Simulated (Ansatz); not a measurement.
Consider a periodic stack without vacuum, hexagonal WC (1 1 0) on wurtzite ZnO (1 1 0) (film strained to the substrate, started from cuts of the bulks and a machine-learned relaxation; slabs Zn16O16 and W14C14, which can lie off the formulas): substrate slab Zn16O16, film W14C14, surface cells [[0, 1], [-1, 0]] and [[2, 0], [0, 1]], film strained by -0.2 and +4.6 %, outermost planes OZn/OZn and CW/CW as cut, which need not be the usual terminations and can put a slab off its formula. Its start:

```xyz
60
Lattice="5.6783 -0.0002 0.1905 -0.0028 5.2935 0.0674 0.3966 -1.4618 23.9404" Properties=species:S:1:pos:R:3 pbc="T T T"
Zn     5.5452     2.5904     1.1987
Zn     3.5855     0.6690     0.9148
O      5.5848     4.6782     1.2554
O      3.4427     2.7792     0.7538
Zn     2.6044     3.1449     2.5396
Zn     0.7830     0.2394     2.5415
O      2.7216     5.1561     2.5805
O      0.7726     2.2552     2.6640
Zn     5.4223     2.9999     4.4073
Zn     3.5779     0.4087     4.2302
O      5.4441     4.9988     4.4247
O      3.5223     2.4227     4.1671
Zn     2.5504     3.0060     5.8403
Zn     0.6677     0.3453     5.8415
O      2.5598     5.0120     5.8518
O      0.6576     2.3527     5.8628
Zn     5.3460     2.9704     7.6876
Zn     3.4627     0.3344     7.4684
O      5.3420     4.9769     7.6912
O      3.4558     2.3398     7.4859
Zn     2.4395     2.9608     9.1034
Zn     0.5322     0.2706     9.1668
O      2.4171    -0.3478     8.9827
O      0.5448     2.2936     9.1882
Zn     5.2242     2.9149    11.0017
Zn     3.2701     0.2539    10.7093
O      5.1416    -0.3934    10.9279
O      3.3694     2.2437    10.7142
Zn     2.4212     2.8849    12.2790
Zn     0.3303     0.0914    12.5117
O      2.0577    -0.5356    11.9532
O      0.1252     2.1266    12.7237
W      3.7842     2.8174    14.6409
W      0.9968     2.7430    14.4605
C      5.2252    -0.9378    14.6090
C      2.3538    -1.0156    14.6829
W      3.7351     0.0265    15.9095
W      0.8923     0.0078    15.8187
C      5.1708     1.7664    15.9731
C      2.3030     1.7632    15.9059
W      3.6836     2.6483    17.4101
W      0.8445     2.6402    17.3282
C      5.1043    -0.8885    17.4120
C      2.2648    -0.8906    17.3297
W      3.6386    -0.0204    18.8159
W      0.7985    -0.0182    18.7213
C      5.0537     1.7286    18.8835
C      2.2209     1.7367    18.7951
W      3.5999     2.6075    20.2863
W      0.7487     2.6118    20.1895
C      5.0195    -0.9198    20.2932
C      2.1594    -0.9235    20.1912
W      3.5393    -0.0491    21.6675
W      0.7025    -0.0481    21.6767
C      4.9779     1.6921    21.7950
C      2.1284     1.6827    21.6834
W      3.5039     2.5747    23.1140
W      0.7185     2.7518    23.0323
C      4.8242    -1.1080    22.9607
C      2.1468    -1.1335    22.8621
```

The start was prepared with a machine-learned potential, and the result is one local minimum, with the in-plane cell held and forces under 0.04 eV/Å; the film can end far from its bulk form.

Level of theory: PBE (plane waves to 420 eV, PAW; Ansatz, a first-principles code). No spin–orbit coupling; the runs are not spin-polarised. Its k-point mesh 5×5×1, Fermi–Dirac width 0.05 eV.

Predict the relaxed interface.

interface area: 30.1 Å²
period: 23.75 Å
heights between the nearest atoms of the two slabs at the two interfaces: 1.48 and 1.43 Å
W–Zn contacts across the interfaces within 1.22 times the sum of covalent radii: 10, mean 3.03 Å
C–Zn contacts across the interfaces within 1.22 times the sum of covalent radii: 4, mean 2.18 Å
O–W contacts across the interfaces within 1.22 times the sum of covalent radii: 4, mean 2.04 Å
